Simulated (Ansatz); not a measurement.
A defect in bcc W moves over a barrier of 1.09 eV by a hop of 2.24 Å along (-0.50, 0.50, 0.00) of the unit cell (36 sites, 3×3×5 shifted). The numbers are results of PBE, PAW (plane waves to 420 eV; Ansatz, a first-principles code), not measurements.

Each figure is the lowest single hop between equivalent sites among the routes that converged and passed our checks, counted from the lowest site run. It need not be the barrier to long-range diffusion, and untried routes may lie lower. Climbing-image NEB, static nuclei, fixed cells, no finite-size correction; on the finer meshes named, energies are single points at the band's geometries. Saddle orders were checked for a part of the study's bands only and are not shown. Vacancies start on their lattice site; split forms were not set up. Spin-orbit coupling is left out.

Task: Which of these computed defects is it?
A) interstitial N, charge 0
B) interstitial C, charge 0
C) interstitial P, charge 0
D) W vacancy, charge 0

Result: C, interstitial P, charge 0. The others have 1.65 eV (W vacancy, charge 0), 0.68 eV (interstitial N, charge 0), 1.55 eV (interstitial C, charge 0).
